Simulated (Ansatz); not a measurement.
Start from Cu3N (space group Pm-3m, No. 221).

```
CELL_PARAMETERS angstrom
      3.76491     0.00000     0.00000
      0.00000     3.76491     0.00000
      0.00000     0.00000     3.76491
ATOMIC_POSITIONS crystal
  Cu 0.50000 0.00000 0.00000
  Cu 0.00000 0.50000 0.00000
  Cu 0.00000 0.00000 0.50000
  N  0.00000 0.00000 0.00000
```

Computed with PBEsol (Ansatz, a program for electronic structure, PAW, no spin-orbit coupling).

One change was made to it. Results:

The shortest interatomic distance drops by 0.004 Å to 1.878 Å; the band gap is still zero; the density grows by 0.04 g/cm³ to 6.41 g/cm³.

Name the change that was made.
A) pressure 0.9 GPa
B) pressure 2.1 GPa
C) pressure 9 GPa
D) pressure 22.5 GPa

A, pressure 0.9 GPa. For comparison, the density in the other runs: pressure 2.1 GPa gives 6.46 g/cm³; pressure 22.5 GPa gives 7.22 g/cm³; pressure 9 GPa gives 6.75 g/cm³.

Load acts through the strain it causes; cell and atoms are relaxed under it. Whether these cells are dynamically stable was not tested. No other phases were tried under pressure. All final runs are without spin polarisation. Gaps under 0.05 eV, about the width of the smearing, are given as zero. The zero or small gap of Cu3N can change with the level of theory.
